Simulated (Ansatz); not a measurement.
Structures of equal composition on the (000-1) surface of 4H silicon carbide (C plane on top): (√3x√3)R30° Sb adatom at H3; (√3x√3)R30° Sb adatom at T4. The slabs share one bottom face, and each structure is named by its start. These are constructed structures in small cells; real faces may alloy, dewet or reconstruct in larger ones, and not all known structures of the face are among them. Slabs of about 11 Å with all that they carry, Fermi-Dirac smearing of 0.025 eV. Bottom of the slabs: H caps. Relaxed from the named starts with such symmetry as they have, on meshes of like density; energies extrapolated to zero smearing; no spin-orbit coupling, no U. Spin-polarised runs, if any, are marked in brackets, and their order is one that fits the cell; the others ran without spin. Where a second, spin-polarised start was run, the lower counts.

Host crystal: 4H silicon carbide, with a band gap (PBE, scalar-relativistic without spin-orbit coupling).

The numbers are results of PBE (plane waves to 420 eV, PAW; Ansatz, a program for electronic structure), not measurements.

Problem. Order them by energy per 1x1 cell (lowest first) at the level PBE.

Solution. (√3x√3)R30° Sb adatom at T4 (0.000 eV, gap 2.20 eV on the mesh), (√3x√3)R30° Sb adatom at H3 (0.079 eV, gap 1.73 eV on the mesh)
